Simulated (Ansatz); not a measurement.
Phonon-limited resistivity of HfIr3 (Pm-3m) against temperature in μΩ·cm, PBEsol, DFPT electron-phonon coupling, linearised Boltzmann equation run with Ansatz (a quantum-chemistry and plane-wave program), harmonic crystal at a fixed cell.

```json
[
 {"T": "50 K", "ρ": "0.48"},
 {"T": "77 K", "ρ": "…"},
 {"T": "100 K", "ρ": "…"},
 {"T": "150 K", "ρ": "…"},
 {"T": "200 K", "ρ": "6.8"},
 {"T": "250 K", "ρ": "8.7"},
 {"T": "273 K", "ρ": "9.6"},
 {"T": "300 K", "ρ": "10.6"},
 {"T": "350 K", "ρ": "12.3"},
 {"T": "400 K", "ρ": "14.1"},
 {"T": "500 K", "ρ": "17.5"},
 {"T": "600 K", "ρ": "21"},
 {"T": "800 K", "ρ": "28"}
]
```

Some entries are withheld; supply them.


- 77 K, ρ: 1.57
- 100 K, ρ: 2.6
- 150 K, ρ: 4.8

A metal at this level (no band gap). Only scattering by harmonic phonons is included (no impurities, grain boundaries, electron-electron scattering or thermal expansion). Spin-orbit coupling is left out, which matters with elements this heavy. Halving the electron mesh (24x24x24) moves the resistivity by up to 4 %. Smearing 0.20 eV; phonons on a 4x4x4 q mesh, which this run doesn't test and which matters most at low temperature.

Formula and space group known from diffraction (Crystallography Open Database), not checked to be the room-temperature form: HfIr3 (Pm-3m).
